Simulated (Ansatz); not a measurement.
# TiPd (Pm-3m, No. 221, 2 atoms in the cell; start mp-11546)

All values below come from r²SCAN in Ansatz (plane waves, PAW).

Run with plane-wave cutoff 500 eV, 18×18×18 k mesh, Fermi–Dirac smearing 0.1 eV, no spin polarisation, scalar-relativistic PAW data made under PBE.

Cell (relaxed at this level):

```
CELL_PARAMETERS angstrom
      3.15651     0.00000     0.00000
      0.00000     3.15651     0.00000
      0.00000     0.00000     3.15651
ATOMIC_POSITIONS crystal
  Ti 0.50000 0.50000 0.50000
  Pd 0.00000 0.00000 0.00000
```

* **band gap**: zero (no gap)

Note: the relaxation could not lower the start's symmetry, so the cell can be a saddle point above a distorted one.

Spin–orbit coupling is not included.

A start named mp-… is a Materials Project structure, which need not be a measured phase.

Ansatz is a first-principles code.
